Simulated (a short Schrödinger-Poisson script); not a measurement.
Stack: MOS inversion layer, SiO2 on p-type Si(100), at 400 K.

| layer | material | thickness (nm) | Na (cm⁻³) |
|---|---|---|---|
| 1 | SiO2 | 2.6 | - |
| 2 | Si | 390 | 1.2e18 |

Constants are typed, rounded textbook-type inputs, not results; the design itself was drawn at random and stands for no fabricated device. SiO2: permittivity 3.9, conduction-band edge (eV) 3.15, gap (eV) 9, electron mass (mₑ) 0.5. Si: permittivity 11.7, conduction-band edge (eV) 0, gap (eV) 1.124, Nv at 300 K (cm⁻³) 3.1e19.

Channel valleys (confinement mass, in-plane density-of-states mass, number): Δ2 0.916, 0.19, 2; Δ4 0.19, 0.417, 4. At the gate the conduction-band edge of layer 1 lies 3.39 eV − eVg above the Fermi level of the channel; the field vanishes at the back. Gaps are held at their typed values at every temperature. Mesh 0.03 nm at interfaces.

From a short Schrödinger-Poisson script (our own, NumPy): 1D Poisson equation in equilibrium, electrons quantum, Hartree (BenDaniel-Duke, 12 states a valley, the channel's in-plane mass for all, wave functions free to enter the dielectric), parabolic valleys, classical holes, full ionisation, no traps, pinning or gate leakage.

The same stack at other levels of the model or other numerical settings:

```
run                                          sheet density of all electrons at Vg = 2.2 V (cm⁻²)  sheet density of all electrons at Vg = 1 V (cm⁻²)  capacitance at Vg = 2.2 V (μF/cm²)  centroid of the channel electrons at Vg = 2.2 V (nm)  rough cost against the base
-------------------------------------------  ---------------------------------------------------  -------------------------------------------------  ----------------------------------  ----------------------------------------------------  ---------------------------
base                                                                                     9.99e12                                            1.63e12                                1.17                                                  1.24                      about 1
electrons treated as classical, Boltzmann                                                1.16e13                                            2.38e12                                1.28                                                  0.37                         0.03
electrons treated as classical, Fermi-Dirac                                              1.12e13                                            2.32e12                                1.23                                                  0.52                          0.1
mesh six times as coarse                                                                 9.96e12                                            1.62e12                                1.17                                                  1.25                          0.3
one subband a valley                                                                     9.97e12                                            1.61e12                                1.17                                                  1.22                          0.5
```

The classical rows ignore confinement, and Boltzmann statistics overrate the density once the band edge passes the Fermi level.
